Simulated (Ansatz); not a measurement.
**Response to strain in BaTiO3**

Take BaTiO3 in the cubic perovskite structure (space group Pm-3m, No. 221) as the base.

```xyz
5
Lattice="3.9346 0.0000 0.0000 0.0000 3.9346 0.0000 0.0000 0.0000 3.9346" Properties=species:S:1:pos:R:3 pbc="T T T"
Ba     0.0000     0.0000     0.0000
Ti     1.9673     1.9673     1.9673
O      1.9673     0.0000     1.9673
O      0.0000     1.9673     1.9673
O      1.9673     1.9673     0.0000
```

Cartesian axes are those of the cell as printed.

Strains are applied to the cell and any free atomic positions relax; under biaxial strain the out-of-plane vector relaxes too.

Computed with LDA (Ansatz, a program for electronic structure; PAW; 420 eV plane waves; no spin-orbit coupling).

Notes on the quantities. in-plane stress: mean in-plane stress (compression positive); energy relative to the base: free energy F.

| change | band gap | in-plane stress | energy relative to the base |
|---|---|---|---|
| base | 1.83 eV | – | 0 meV/atom |
| biaxial strain −2.50 %, plane normal [111], relaxed out of plane | 1.72 eV | +11.4 GPa | +21 meV/atom |
| biaxial strain −2.00 %, plane normal [111], relaxed out of plane | 1.76 eV | +9.0 GPa | +13 meV/atom |
| biaxial strain −1.50 %, plane normal [111], relaxed out of plane | 1.79 eV | +6.6 GPa | +7.4 meV/atom |
| biaxial strain −1.00 %, plane normal [111], relaxed out of plane | 1.82 eV | +4.3 GPa | +3.2 meV/atom |
| biaxial strain −0.50 %, plane normal [111], relaxed out of plane | 1.83 eV | +2.1 GPa | +0.8 meV/atom |

No phonon test of stability was made. The final runs are not spin-polarised. Many cubic perovskites are stable only at high temperature; tilts and polar distortions were not tested. This is not the structure that BaTiO3 has at room temperature and ambient pressure.
